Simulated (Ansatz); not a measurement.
The reference is CoO in the rock salt structure (space group Fm-3m, No. 225; a = 4.248 Å; ferromagnetic).

The values are results of PBE (Ansatz, a quantum-chemistry and plane-wave program, PAW, no SOC), not measurements.

One change was made to it. Results:

```tsv
quantity	base	after
density	6.49 g/cm³	6.88 g/cm³
magnetic state	ferromagnetic	ferromagnetic
```

Name the change that was made.
A) pressure 0.3 GPa
B) pressure −2 GPa
C) pressure 10 GPa
D) pressure 5 GPa
E) pressure −1 GPa

C, pressure 10 GPa. For comparison, the density in the other runs: pressure −2 GPa gives 6.41 g/cm³; pressure −1 GPa gives 6.45 g/cm³; pressure 0.3 GPa gives 6.50 g/cm³; pressure 5 GPa gives 6.69 g/cm³.

Load acts through the strain it causes; cell and atoms are relaxed under it. No phonon test of stability was made. Competing high-pressure phases were not computed. No Hubbard U is applied and the magnetic state is the run's own (CoO ferromagnetic); small cells can't hold the antiferromagnetic order that many such compounds have, so gaps and moments can be off. In its common phase, real CoO is an antiferromagnetic insulator at low temperature.
